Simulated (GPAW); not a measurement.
Input and output of a self-consistent single point for TaGa3 (I4/mmm, 4 atoms in the cell) (GPAW).

Level of theory: PBEsol, GPAW PAW datasets PBEsol (made by gpaw-setup) (plane waves; GPAW).

```yaml
crystal:
  lattice:
    - [-1.89517, 1.89517, 4.33188]
    - [1.89517, -1.89517, 4.33188]
    - [1.89517, 1.89517, -4.33188]
  atoms:
    - { symbol: Ta, position: [0.00000, 0.00000, 0.00000] }
    - { symbol: Ga, position: [0.50000, 0.50000, 0.00000] }
    - { symbol: Ga, position: [0.75000, 0.25000, 0.50000] }
    - { symbol: Ga, position: [0.25000, 0.75000, 0.50000] }
```

Reference input (self-consistent single point, DFT LDA (Perdew-Wang 92), plane waves, GPAW PAW datasets LDA (gpaw-data 1.0.1)): mode = pw; ecut = 550 eV; xc = LDA; kpts = 9 9 9; mesh shift (steps) = 0 0 0; occupations.name = fermi-dirac; occupations.width = 0.1 eV; nbands = -12; convergence.density = 1e-05 e/electron; convergence.energy = 1e-05 eV/electron; symmetry.symmorphic = false; symmetry.tolerance = 0.0005. This run's input differs from it in these lines:

```diff
@@ -15,3 +15,3 @@
 calc = GPAW(mode={'name': 'pw', 'ecut': 550},
-            xc='LDA',
+            xc='PBEsol',
             kpts=(9, 9, 9),
```

Its files differ too (potentials: GPAW PAW datasets PBEsol (made by gpaw-setup)).

Output, abridged:

```
     iter     time        total  log10-change:
                         energy   eigst   dens
iter:   1 --:--:--   -21.648529
iter:   2 --:--:--   -21.645004   -1.54  -1.07
iter:   3 --:--:--   -21.562276   -1.73  -1.09
iter:   4 --:--:--   -21.548692   -3.56  -1.83
iter:   5 --:--:--   -21.542431   -3.34  -1.97
iter:   6 --:--:--   -21.541974   -4.95  -2.60
iter:   7 --:--:--   -21.540871   -4.00  -2.59
iter:   8 --:--:--   -21.540893   -5.15  -3.00
iter:   9 --:--:--   -21.540878c  -5.79  -3.07
iter:  10 --:--:--   -21.540882c  -5.54  -3.30
iter:  11 --:--:--   -21.540881c  -7.47c -3.63
iter:  12 --:--:--   -21.540880c  -8.13c -3.69
iter:  13 --:--:--   -21.540881c  -6.47  -3.73
iter:  14 --:--:--   -21.540882c  -7.70c -3.85
iter:  15 --:--:--   -21.540882c  -7.32  -3.88
iter:  16 --:--:--   -21.540882c  -9.04c -4.87
iter:  17 --:--:--   -21.540882c  -9.72c -5.12c
Converged after 17 iterations.

Dipole moment: (-0.000000, -0.000000, 0.000000) |e|*Ang

Energy contributions relative to reference atoms: (reference = -582579.446490)

Kinetic:        +52.733477
Potential:      -42.330019
External:        +0.000000
XC:             -31.666676
Entropy (-ST):   -0.028809
Local:           -0.263260
SIC:             +0.000000
--------------------------
Free energy:    -21.555287
Extrapolated:   -21.540882

Showing only first 2 kpts
 Kpt  Band  Eigenvalues  Occupancy
  0     9      7.54218    2.00000
  0    10      9.72718    1.94122
  0    11     10.62380    0.00840
  0    12     11.45904    0.00000

  1     9      7.89561    2.00000
  1    10      8.81158    1.99999
  1    11     11.18724    0.00003
  1    12     11.81665    0.00000

Fermi level: 10.07691

No gap
No difference between direct/indirect transitions
Energy (eV): -21.540882

Forces in eV/Ang:
  0 Ta    0.00000    0.00000   -0.00000
  1 Ga    0.00000    0.00000    0.00000
  2 Ga    0.00000   -0.00000    0.00000
  3 Ga   -0.00000    0.00000    0.00000

Stress tensor:
    -0.000070    -0.000000     0.000000
    -0.000000    -0.000070     0.000000
     0.000000     0.000000     0.001894
Stress (GPa, Voigt): [-0.0113 -0.0113  0.3034  0.      0.     -0.    ]
```

The run converged in 17 iterations. GPAW prints stress with tension positive. Against the reference run the pressure goes from -4.20 to -0.09 GPa.

The starting cell comes from a database of computed structures (which also holds hypothetical and non-ambient phases and stackings), without a prior relaxation at this level. Spin polarisation is off.

Cost on one core of a shared machine: roughly 60 s.
